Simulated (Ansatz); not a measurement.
The reference is MoS2 (space group P6_3/mmc, No. 194; layered, stacked along the Cartesian z axis).

```
CELL_PARAMETERS angstrom
      3.10900     0.00000     0.00000
     -1.55450     2.69247     0.00000
      0.00000     0.00000    11.70898
ATOMIC_POSITIONS crystal
  Mo 0.66667 0.33333 0.25000
  Mo 0.33333 0.66667 0.75000
  S  0.66667 0.33333 0.88351
  S  0.33333 0.66667 0.38351
  S  0.33333 0.66667 0.11649
  S  0.66667 0.33333 0.61649
```

Computed with PBEsol-D3(BJ)/PAW in Ansatz (a first-principles code), no spin-orbit coupling.

Base values:

| Item | Result |
|---|---|
| Valence-band top at Γ | 0.00, -0.96, -1.60 eV |
| Band gap | 0.52 eV |

The change: every lattice vector is stretched by 1.20 %; the atoms relax in the strained cell.

Question: How does this affect the valence-band top at Γ, band gap and largest internal atomic displacement?

Answer: The valence-band top at Γ (three highest levels, from the VBM) becomes 0.00, -1.02, -1.42 eV (base: 0.00, -0.96, -1.60 eV); the band gap increases by 0.09 eV (0.52 eV → 0.61 eV); the largest internal atomic displacement comes out as 0.029 Å.

No phonon test of stability was made.
